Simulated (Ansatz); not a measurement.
Base system: KF in the rock salt structure (space group Fm-3m, No. 225).

KF is modelled in the cubic space group Fm-3m (No. 225), the rock salt structure, Pearson symbol cF8. Conventional cell: a = 5.3183 Å, b = 5.3183 Å, c = 5.3183 Å, α = 90.00°, β = 90.00°, γ = 90.00°. F on 4a is surrounded by 6 K at 2.659 Å (octahedral). K on 4b is surrounded by 6 F at 2.659 Å (octahedral). (Neighbours: up to the widest gap in distance over summed covalent radii, below 1.35, at either atom; cation-cation and far metal-metal contacts left out.)
(The calculation used a cell of 2 atoms; values per cell refer to that cell.)

Calculations: r2SCAN (Ansatz, a first-principles code), no spin-orbit coupling.

One change was made to it. Results:

```csv
quantity,base,after
width of the top valence band,0.35 eV,1.13 eV
lattice parameter a,5.318 Å,4.727 Å
band gap,6.91 eV,8.50 eV
```

Q: Which change produced these results?
A. pressure 0.9 GPa
B. pressure 30 GPa
C. pressure 9 GPa

A: B, pressure 30 GPa. For comparison, the band gap in the other runs: pressure 9 GPa gives 7.91 eV; pressure 0.9 GPa gives 7.04 eV.

Load acts through the strain it causes; cell and atoms are relaxed under it. Stability against distortions was not tested. No other phases were tried under pressure.
